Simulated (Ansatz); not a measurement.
The reference is Ru in the hcp (Mg type) structure (space group P6_3/mmc, No. 194; a = 2.722 Å, c = 4.294 Å; relaxed with 0.1 eV smearing). Axes: x lies along a and z along c of the hexagonal cell.

Computed with PBE in Ansatz (plane waves to 420 eV, PAW, without spin-orbit coupling).

Base values:

Pressure: 0.0 GPa
Shortest interatomic distance: 2.661 Å

The change: tensile biaxial strain of 1.50 % in the plane normal to [001], as in epitaxy on a mismatched substrate; the out-of-plane cell vector and the atoms relax.

Q: Estimate the effect on the out-of-plane strain.

A: The out-of-plane strain amounts to -0.80 %.

Q: How does this affect the pressure?

A: The pressure (mean of the normal stresses, compression positive) goes from zero to -5.9 GPa.

Q: How does this affect the shortest interatomic distance?

A: The shortest interatomic distance stays 2.661 Å.

Stability against distortions was not tested. The final runs are not spin-polarised.

Ansatz is a quantum-chemistry and plane-wave program.
